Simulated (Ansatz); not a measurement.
CdS (Fm-3m, No. 225, 4 atoms in the cell; start mp-1181862; high-pressure phase), treated with r²SCAN+rVV10 (plane waves, PAW; Ansatz, an electronic-structure program).

Run with plane-wave cutoff 560 eV, 10×6×10 k mesh (along the axes of the cell as run), Fermi–Dirac smearing 0.01 eV, scalar-relativistic PAW data made under PBE.

Cell (relaxed at this level):

```
CdS
1.0
    3.83844     0.00000     0.00000
    0.00000     5.42831     0.00000
    0.00000     0.00000     3.83837
Cd S
2 2
Direct
  0.50000   0.50000   0.24997
  0.00000   0.00000   0.75003
  0.50000   0.00000   0.25000
  0.00000   0.50000   0.75000
```

Question: What does this level give for the band gap and smallest direct gap on the k points sampled?

Answer: 
- band gap: 0.73 eV
- smallest direct gap on the k points sampled: 1.55 eV

Spin–orbit coupling is not included.

A start named mp-… is a Materials Project structure, which need not be a measured phase.
